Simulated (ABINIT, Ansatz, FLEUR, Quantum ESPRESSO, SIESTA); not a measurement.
## One structure in several programs: MgI2 (P-3m1, 3 atoms in the cell)

Self-consistent single point.

```
CELL_PARAMETERS angstrom
      2.08164    -3.60551     0.00000
      2.08164     3.60551     0.00000
      0.00000     0.00000     6.88195
ATOMIC_POSITIONS crystal
  Mg 0.00000 0.00000 0.00000
  I  0.33333 0.66667 0.24200
  I  0.66667 0.33333 0.75800
```

Shared settings, as Ansatz (an electronic-structure program) writes them: kpoints.mp_grid.grid = 5 5 3; magnetization.spin_orbit = true; scf.occupations.method = fermi_dirac; scf.occupations.width = 0.01 eV. Potentials and cutoffs stand in the table.

| code | model | pressure (GPa) | largest force (eV/Å) | gap on the mesh (eV) | cutoff |
|---|---|---|---|---|---|
| FLEUR | PBE, all-electron FLAPW (FLEUR), scalar-relativistic valence with spin-orbit coupling in second variation | – | – | 3.247 | Kmax 4 1/bohr |
| SIESTA | GGA PBE with spin-orbit coupling, numerical atomic orbitals DZP, PseudoDojo PBE fully relativistic norm-conserving potentials (rewritten from UPF to PSML) | – | 0.318 | 3.313 | grid 300 Ry |
| ABINIT | PBE, spin-orbit coupling, PAW (JTH v2.0 PBE PAW) | 1.12 | 0.032 | 3.240 | 20 Ha |
| Quantum ESPRESSO | PBE, spin-orbit coupling, PseudoDojo fully relativistic norm-conserving (PBE) pseudopotentials | 1.19 | 0.035 | 3.228 | 85 Ry |
| Ansatz | PBE with spin-orbit coupling, default PAW files | 1.14 | 0.024 | 3.240 | 420 eV |

A dash marks a value that a program does not give, or that is left out as unsure.

Gaps are read on the mesh.

The spread over the programs that give each value: pressure within 0.07 GPa; largest force within 0.294 eV/Å; gap on the mesh within 0.085 eV.

SIESTA uses small atom-centred bases, whose incompleteness enters pressures, forces and empty levels differently from a plane-wave cutoff. FLEUR treats all electrons, but the usual bases taken here (sphere radii, linearisation, local orbitals, empty states) were not tested for convergence, so the values are no reference for the others. Ansatz's pressure is given at a fixed set of plane waves, as the other plane-wave codes print theirs. In the force vectors, SIESTA (by 0.286) lies more than 0.08 eV/Å from the median of the plane-wave programs.

The starting cell has typed, rounded lattice constants, without a prior relaxation at this level. Its lattice was rescaled by a random factor within 2.5 % of one.

Keys are those of Ansatz 0.2.
